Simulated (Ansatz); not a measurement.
The reference is PbSe in the rock salt structure (space group Fm-3m, No. 225).

```
CELL_PARAMETERS angstrom
      0.00000     3.02042     3.02042
      3.02042     0.00000     3.02042
      3.02042     3.02042     0.00000
ATOMIC_POSITIONS crystal
  Pb 0.00000 0.00000 0.00000
  Se 0.50000 0.50000 0.50000
```

Cartesian axes are those of the cell as printed.

Computed with LDA (Ansatz, a first-principles code), scalar-relativistic without spin-orbit coupling.

Strains are applied to the cell and any free atomic positions relax.

One change was made to it. Results:

The band gap becomes 0.13 eV (base: zero); the pressure (mean of the normal stresses, compression positive) goes from zero to -1.5 GPa; the energy increases by 10 meV/atom.

Which of these changes matches the shifts?
A. uniaxial strain ε_zz = −2.00 %
B. uniaxial strain ε_zz = +0.50 %
C. uniaxial strain ε_zz = +3.00 %
D. uniaxial strain ε_zz = −0.50 %

C, uniaxial strain ε_zz = +3.00 %. For comparison, the band gap in the other runs: uniaxial strain ε_zz = −0.50 % gives zero; uniaxial strain ε_zz = +0.50 % gives 0.06 eV; uniaxial strain ε_zz = −2.00 % gives zero.

With Pb present, leaving out spin-orbit coupling can change the band edges. Whether these cells are dynamically stable was not tested. All final runs are without spin polarisation. Gaps under 0.05 eV, about the width of the smearing, are given as zero. The zero or small gap of PbSe can change with the level of theory.
